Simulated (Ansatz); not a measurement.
A self-consistent single point of KSiPCO₇ (P2_1, 22 atoms in the cell) with Ansatz (a first-principles code).

Level of theory: PBEsol-D3BJ, default PAW files made with PBE (plane waves; Ansatz).

```yaml
crystal:
  lattice:
    - [5.09733, 0.00000, 0.00000]
    - [0.00000, 6.00884, 0.00000]
    - [-0.21669, 0.00000, 10.10866]
  atoms:
    - { symbol: K, position: [0.24878, 0.63243, 0.79021] }
    - { symbol: K, position: [0.75122, 0.13243, 0.20979] }
    - { symbol: Si, position: [0.76707, 0.22208, 0.64557] }
    - { symbol: Si, position: [0.23293, 0.72208, 0.35443] }
    - { symbol: P, position: [0.73537, 0.72544, 0.55226] }
    - { symbol: P, position: [0.26463, 0.22544, 0.44774] }
    - { symbol: C, position: [0.71257, 0.25654, 0.86585] }
    - { symbol: C, position: [0.28743, 0.75654, 0.13415] }
    - { symbol: O, position: [0.31947, 0.79877, 0.01657] }
    - { symbol: O, position: [0.68053, 0.29877, 0.98343] }
    - { symbol: O, position: [0.94153, 0.23425, 0.80378] }
    - { symbol: O, position: [0.05847, 0.73425, 0.19622] }
    - { symbol: O, position: [0.52237, 0.23526, 0.77163] }
    - { symbol: O, position: [0.47763, 0.73526, 0.22837] }
    - { symbol: O, position: [0.76763, 0.92504, 0.64730] }
    - { symbol: O, position: [0.23237, 0.42504, 0.35270] }
    - { symbol: O, position: [0.76967, 0.52461, 0.64550] }
    - { symbol: O, position: [0.23033, 0.02461, 0.35450] }
    - { symbol: O, position: [0.05749, 0.22498, 0.55492] }
    - { symbol: O, position: [0.94251, 0.72498, 0.44508] }
    - { symbol: O, position: [0.45333, 0.72273, 0.49264] }
    - { symbol: O, position: [0.54667, 0.22273, 0.50736] }
```

Reference input (self-consistent single point, DFT, PBEsol, plane waves, default PAW files made with PBE): basis.ecutwfc = 420 eV; kpoints.mp_grid.grid = 4 3 2; hamiltonian.xc = pbesol; hamiltonian.pseudopotentials = {kind: paw} (the program's default PAW files); scf.occupations.method = fixed. This run's input differs from it in these lines:

```diff
@@ -34,2 +34,3 @@
   xc: pbesol
+  dispersion: d3bj
   pseudopotentials: { kind: paw }
```

The program printed (abridged):

```
SCF iter   1: F=—  HF=-14114.399475 eV  |F-HF|=—  |Δ(HF+E_count)|=         —  Δρ=1.08e-2  dr2=3.22e-1  ethr=1.77e-3  ⟨swp⟩=5.1  Hψ=4161  notcnv=0  defer=229
all-band conjugate gradients solve this SCF's bands
preconditioner: auto → Resta (q_TF=auto, 2.355 Å⁻¹)
SCF iter   2: F=—  HF=-14114.315235 eV  |F-HF|=—  |Δ(HF+E_count)|=   8.42e-2  Δρ=3.53e-3  dr2=2.21e-2  ethr=2.51e-4  ⟨swp⟩=2.8  Hψ=1718  notcnv=0  defer=240
   [... lines left out ...]
SCF iter   6: F=—  HF=-14114.310641 eV  |F-HF|=—  |Δ(HF+E_count)|=   4.82e-5  Δρ=7.78e-5  dr2=2.18e-5  ethr=1.16e-7  ⟨swp⟩=3.1  Hψ=1388  notcnv=0  defer=234
SCF iter   7: F=—  HF=-14114.310892 eV  |F-HF|=—  |Δ(HF+E_count)|=   2.51e-4  Δρ=3.60e-5  dr2=3.52e-6  ethr=1.70e-8  ⟨swp⟩=2.2  Hψ=1788  notcnv=0  defer=234
SCF iter   8: F=—  HF=-14114.310895 eV  |F-HF|=—  |Δ(HF+E_count)|=   2.57e-6  Δρ=8.56e-6  dr2=2.34e-7  ethr=2.75e-9  ⟨swp⟩=2.8  Hψ=1498  notcnv=0  defer=232
SCF iter   9: F=-14114.310895 eV  HF=-14114.310895 eV  |F-HF|=7.76e-9  |Δ(HF+E_count)|=   5.99e-7  Δρ=4.53e-6  dr2=5.24e-8  ethr=7.81e-11  ⟨swp⟩=23.0  Hψ=8229  notcnv=0
SCF 1 converged in 9 iterations: F = -14114.310895 eV  dr2 = 5.24e-8
Free energy (F): -14114.310895 eV
Internal energy: -14114.310895 eV  (E = F + TS)
E sigma→0 (E₀):  -14114.310895 eV
Fermi energy:    2.426602 eV
--- Forces (eV/Å), atoms counted from 1 ---
  atom   1  K     -0.05329267    -0.05639164     0.08551597
  atom   2  K      0.05329267    -0.05639164    -0.08551597
  atom   3  Si    -0.03815236    -0.01171445     0.05990568
  atom   4  Si     0.03815236    -0.01171445    -0.05990568
  atom   5  P      0.00369682     0.03388829     0.01888753
  atom   6  P     -0.00369682     0.03388829    -0.01888753
  atom   7  C     -0.08685853     0.08113372     0.23363745
  atom   8  C      0.08685853     0.08113372    -0.23363745
  atom   9  O     -0.15117144    -0.28540023     0.99014576
   [... lines left out ...]
  atom  22  O      0.02790426     0.05240372     0.08343117
--- Stress (GPa, compression-positive) ---
       -3.973915      -0.000000       0.006902
       -0.000000      -3.024906       0.000000
        0.006911       0.000000      -4.339527
  P = ⅓ Tr σ = -3.7794 GPa (-37.794 kbar)
  The stress holds the Pulay correction. Without it, at fixed plane waves, as pw.x and ABINIT print it: P = -4.3961 GPa
```

The run converged in 9 iterations. Against the reference run the pressure goes from -2.67 to -3.78 GPa, the largest force hardly changes (1.044 to 1.041 eV/Å) and the gap on the mesh stays at 5.163 eV.

The starting cell comes from a database of computed structures (which also holds hypothetical and non-ambient phases and stackings), without a prior relaxation at this level. With a pressure of about -4 GPa the cell is away from its equilibrium volume at this level. Forces in this geometry exceed 1 eV/Å. Ansatz's pressure includes its estimate of the finite-basis (Pulay) stress. Without the estimate this run gives -4.40 GPa.

Cost on one core of a shared machine: roughly 40 s.

Keys are those of Ansatz 0.2.
